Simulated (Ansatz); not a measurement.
Base system: Ti in the hcp (Mg type) structure (space group P6_3/mmc, No. 194; a = 2.939 Å, c = 4.654 Å; relaxed with 0.1 eV smearing). Axes: x lies along a and z along c of the hexagonal cell.

All numbers come from Ansatz (an electronic-structure program) PBE, no SOC, earlier PAW set.

Before the change:

- Shortest interatomic distance: 2.880 Å

One thing is altered: tensile biaxial strain of 2.28 % in the plane normal to [001], as in epitaxy on a mismatched substrate; the out-of-plane cell vector and the atoms relax.

Task: What happens to the out-of-plane strain?

Result: The out-of-plane strain comes out as -1.80 %.

Task: How does this affect the in-plane stress?

Result: The mean in-plane stress (compression positive) amounts to -4.1 GPa.

Task: What happens to the shortest interatomic distance?

Result: The shortest interatomic distance decreases by 0.0105 Å, from 2.880 Å to 2.870 Å.

Whether these cells are dynamically stable was not tested. All final runs are without spin polarisation.
